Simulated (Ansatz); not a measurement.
## Ti: stress against strain

Ti (hcp, P6_3/mmc, 17.416 Å³/atom at rest, c along z) under an equal strain ε in the (0001) plane with the normal axis free, as in a coherent film. PBE in Ansatz, a plane-wave DFT program (PAW, default set), 420 eV, 23×23×13 Γ-centred mesh, Fermi-Dirac smearing 0.10 eV; ions are relaxed within the symmetry of each cell. Stress is positive for a compressed cell.

Here s stands for strain and y for stress xx.

| strain (%) | stress xx (GPa) |
|---|---|
| -1.50 | 3.02 |
| -1.00 | 1.99 |
| -0.50 | 0.97 |
| 0.00 | -0.01 |
| 0.50 | -0.97 |
| 1.00 | -1.90 |
| 1.50 | -2.80 |
| 3.00 | ? |

Fit y of the 7 rows that show it with a straight line. Means: s 0, y 0.043. About the means, the sum of products is -13.590 and the sum of squares of s is 7.0000; the slope is their ratio. Least squares gives y = 0.043 - 1.9414·s. Residuals (row less fit): 0.065, 0.006, -0.044, -0.053, -0.042, -0.002, 0.069; standard error 0.056 (degrees of freedom: 5). The slope gives the biaxial elastic modulus of this plane = 194 ± 2 GPa.

Problem. What does the fit predict for y at s = 3.00, and how far is the calculated value from it?

Solution. y = 0.043 - 1.9414 × 3.0 = -5.781 GPa. The calculation gives -5.25 GPa, 0.531 GPa above the prediction (6.4 % of the range of y in the table). The row lies outside the fitted rows, so this is an extrapolation. From the scatter of the fitted rows alone, a prediction at this place has a standard error of 0.087 GPa, so the miss is 6.1 times that.

One order more, fitted to all 13 runs of the series, follows each within 0.04, so the miss is the next term of a smooth law. In a metal these values are sensitive to mesh and smearing; energies are taken to zero smearing, stresses follow the free energy. Rows are the converged runs of the series near zero and its far end; series whose fitted rows scatter by over a few per cent of the range, as at a crossing or softening among them, aren't shown in this form. Most that stay on the fit to the last digits aren't either.
